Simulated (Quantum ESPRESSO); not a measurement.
A self-consistent single point of La2SiO5 (P2_1/c, 32 atoms in the cell) with Quantum ESPRESSO.

Method of the run: LDA (PZ), GBRV 1.5 ultrasoft (LDA) pseudopotentials (plane waves; Quantum ESPRESSO 7.5).

```
CELL_PARAMETERS angstrom
      9.29981     0.00000     0.00000
      0.00000     7.57011     0.00000
     -2.25461     0.00000     6.63997
ATOMIC_POSITIONS crystal
  La 0.48903 0.87500 0.26680
  La 0.51097 0.12500 0.73320
  La 0.51097 0.37500 0.23320
  La 0.48903 0.62500 0.76680
  La 0.88934 0.34417 0.09378
  La 0.11066 0.65583 0.90622
  La 0.11066 0.84417 0.40622
  La 0.88934 0.15583 0.59378
  Si 0.79905 0.92393 0.04181
  Si 0.20095 0.07607 0.95819
  Si 0.20095 0.42393 0.45819
  Si 0.79905 0.57607 0.54181
  O  0.61226 0.12656 0.45268
  O  0.38774 0.87344 0.54732
  O  0.38774 0.62656 0.04732
  O  0.61226 0.37344 0.95268
  O  0.90850 0.75724 0.05265
  O  0.09150 0.24276 0.94735
  O  0.09150 0.25724 0.44735
  O  0.90850 0.74276 0.55265
  O  0.62043 0.86837 0.99437
  O  0.37957 0.13163 0.00563
  O  0.37957 0.36837 0.50563
  O  0.62043 0.63163 0.49437
  O  0.79182 0.42776 0.36670
  O  0.20818 0.57224 0.63330
  O  0.20818 0.92776 0.13330
  O  0.79182 0.07224 0.86670
  O  0.86578 0.46273 0.75111
  O  0.13422 0.53727 0.24889
  O  0.13422 0.96273 0.74889
  O  0.86578 0.03727 0.25111
```

Reference input (self-consistent single point, DFT, LDA (PZ), plane waves, GBRV 1.5 ultrasoft (LDA) pseudopotentials): ecutwfc = 40 Ry; ecutrho = 200 Ry; occupations = fixed; potentials = {La: la_lda_v1.uspp.F.UPF, Si: si_lda_v1.uspp.F.UPF, O: o_lda_v1.2.uspp.F.UPF}; K_POINTS = automatic 2 2 2 0 0 0; nbnd = 120; conv_thr = 1e-10 Ry; mixing_beta = 0.4. This run's input differs from it in these lines:

```diff
@@ -12,4 +12,4 @@
     ntyp = 3
-    ecutwfc = 40
-    ecutrho = 200
+    ecutwfc = 20
+    ecutrho = 100
     occupations = 'fixed'
```

Output, abridged:

```
     Self-consistent Calculation

     iteration #  1     ecut=    20.00 Ry     beta= 0.40

     negative rho (up, down):  6.529E-01 0.000E+00

     total energy              =   -1501.31535209 Ry
     estimated scf accuracy    <       5.76473444 Ry

     iteration #  2     ecut=    20.00 Ry     beta= 0.40

     negative rho (up, down):  6.066E-01 0.000E+00

     total energy              =   -1502.53545101 Ry
     estimated scf accuracy    <       0.60962715 Ry

     iteration #  3     ecut=    20.00 Ry     beta= 0.40

     negative rho (up, down):  5.445E-01 0.000E+00

     total energy              =   -1502.50894536 Ry
     estimated scf accuracy    <       0.16769166 Ry

   [... 10 blocks of this kind left out ...]

     iteration # 14     ecut=    20.00 Ry     beta= 0.40

     negative rho (up, down):  5.214E-01 0.000E+00

     total energy              =   -1502.52631002 Ry
     estimated scf accuracy    <          2.1E-10 Ry

     iteration # 15     ecut=    20.00 Ry     beta= 0.40

     negative rho (up, down):  5.214E-01 0.000E+00
     End of self-consistent calculation

     highest occupied, lowest unoccupied level (ev):     7.8050   12.2838

!    total energy              =   -1502.52631142 Ry
     estimated scf accuracy    <          2.8E-11 Ry

     convergence has been achieved in  15 iterations

     negative rho (up, down):  5.214E-01 0.000E+00

     Forces acting on atoms (cartesian axes, Ry/au):

     atom    1 type  1   force =    -0.00377437   -0.00002088   -0.00358995
     atom    2 type  1   force =     0.00377437    0.00002088    0.00358995
     atom    3 type  1   force =     0.00377437   -0.00002088    0.00358995
     atom    4 type  1   force =    -0.00377437    0.00002088   -0.00358995
     atom    5 type  1   force =     0.00267758   -0.00645477    0.00146001
   [... 23 lines left out ...]
   [... lines left out ...]
     Total force =     0.046244     Total SCF correction =     0.000005
   [... lines left out ...]

     negative rho (up, down):  5.214E-01 0.000E+00
          total   stress  (Ry/bohr**3)                   (kbar)     P=     -820.82
  -0.00559994   0.00000000  -0.00000280         -823.78        0.00       -0.41
   0.00000000  -0.00552987   0.00000000            0.00     -813.47        0.00
  -0.00000280   0.00000000  -0.00560956           -0.41        0.00     -825.19

   JOB DONE.
```

The run converged in 15 iterations. Against the reference run the free energy rises by 1.93 eV/atom, the pressure goes from -4.99 to -82.08 GPa, the largest force goes from 0.230 to 0.337 eV/Å and the gap on the mesh goes from 4.499 to 4.479 eV.

The starting cell comes from a database of computed structures (which also holds hypothetical and non-ambient phases and stackings), without a prior relaxation at this level. At the lowered cutoff the pressure carries the error of an incomplete plane-wave basis.

Cost on one core of a shared machine: roughly 5 min.
